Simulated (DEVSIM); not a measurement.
Structure: Schottky contact on n-type β-Ga2O3, at 300 K.

Layer 1 from the left is β-Ga2O3, thickness (μm) 0.330, Nd (cm⁻³) 5.1e16, τn (s) 5.6e-10, τp (s) 5.6e-10.

Left contact: Schottky, work function 5.49 eV, emission velocity 4.4e6 cm/s. Right contact: ohmic. Voltage is applied to the left contact. Recombination: SRH at mid-gap, radiative. Mobility is μmin + (μ − μmin)/(1 + (N/Nref)^α).

The device is made up for the run: typed textbook-type constants, with dimensions and the other settings drawn at random. Values at 300 K.

β-Ga2O3: gap (eV) 4.8, affinity (eV) 4, permittivity 10, Nc (cm⁻³) 3.7e18, Nv (cm⁻³) 5e20, μn (cm²/Vs) 160, μp (cm²/Vs) 1, μn,min 20, μp,min 0.1, Nref,n 1e18, Nref,p 1e18, αn 0.8, αp 0.8, B (cm³/s) 1e-12.

Model (solved in DEVSIM): 1D drift-diffusion, Boltzmann statistics, complete ionisation; no tunnelling, impact ionisation, image-force lowering or self-heating. Metal contacts follow the ideal Schottky-Mott rule: no Fermi-level pinning, no interface dipoles.

Dark forward current:

| |V| (V) | |J| (A/cm²) |
|---|---|
| 0.35 | 1.508e-13 |
| 0.40 | 1.038e-12 |
| 0.45 | 7.145e-12 |
| 0.50 | 4.915e-11 |
| 0.55 | 3.379e-10 |
| 0.60 | 2.322e-9 |
| 0.65 | 1.594e-8 |
| 0.70 | 1.094e-7 |
| 0.75 | 7.499e-7 |
| 0.80 | 5.134e-6 |
| 0.85 | 3.510e-5 |
| 0.90 | 0.0002395 |
| 0.95 | 0.001630 |
| 1.00 | 0.01106 |
| 1.05 | 0.07471 |
| 1.10 | 0.5008 |
| 1.15 | 3.312 |
| 1.20 | 21.16 |
| 1.25 | 120.7 |
| 1.30 | 502.6 |
| 1.35 | 1335 |
| 1.40 | 2527 |

Work out the local ideality factor n = ΔV / (kT/q · ln(J2/J1)) between the rows 0.35 and 0.40 V, 0.40 and 0.45 V, 1.35 and 1.40 V.

kT/q = 25.85 mV. From 0.35 to 0.40 V: ln(1.038e-12/1.508e-13) = 1.929, n = 1.00, near the 1 of diffusion or emission over a barrier. From 0.40 to 0.45 V: ln(7.145e-12/1.038e-12) = 1.929, n = 1.00, near the 1 of diffusion or emission over a barrier. From 1.35 to 1.40 V: ln(2527/1335) = 0.638, n = 3.03; the layers' resistance at their doping, Σ W/(qμN) = 2.7e-5 Ω cm², would take 32 mV of this step of 50 mV.

Estimate the current at 0.75 V for emission alone, J0 = q v N_band exp(−φB/kT), and read the barrier back from the simulated current.

φB = 1.490 eV, N_band = 3.70e18 cm⁻³, J0 = 2.42e-19 A/cm²; J = J0 (exp(qV/kT) − 1) = 9.64e-7 A/cm². The simulation gives 7.50e-7 A/cm²; the estimate lies 29 % above. Read backwards, the simulated current gives an apparent barrier of 1.496 eV. The estimate leaves out transport through the depletion region and minority injection.
